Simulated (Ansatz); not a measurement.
Ti₃InC (Pm-3m), PBEsol, DFPT electron-phonon coupling, linearised Boltzmann equation (Ansatz, an electronic-structure program): phonon-limited resistivity 40.3 μΩ·cm at 300 K, current-weighted mean free path 4.2 nm, Drude plasma energy 2.83 eV.

**Question.** What is the classical skin depth at 100 GHz (nonmagnetic, μ₀ = 1.257×10⁻⁶ H/m)?

**Answer.** δ = √(ρ/(π f μ₀)) = 1010 nm.

**Question.** What Drude relaxation time do resistivity and plasma energy imply?

**Answer.** ω_p = 4.30e15 s⁻¹, so τ = 1/(ε₀ ω_p² ρ) = 15.2 fs, a damping ħ/τ of 43.4 meV.

**Question.** Estimate the resistivity of a 20 nm square wire with diffuse walls from ρ ≈ ρ₀(1 + 3ℓ/4d).

**Answer.** 1 + 0.75 × 4.2/20 = 1.16, so ρ ≈ 46.6 μΩ·cm and a line 1 μm long has 1170 Ω. The formula is the free-electron limit for d well above ℓ; grain boundaries add to it.

A metal at this level (no band gap). Only scattering by harmonic phonons is included (no impurities, grain boundaries, electron-electron scattering or thermal expansion). Spin-orbit coupling is left out. Halving the electron mesh (20x20x20) moves the resistivity by up to 1 % at 300 K, the mean free path by up to 2 %. Smearing 0.20 eV; phonons on a 3x3x3 q mesh, which this run doesn't test.

Computed structure with no diffraction record at hand here (it may be known, metastable or hypothetical): Ti3InC (Pm-3m).
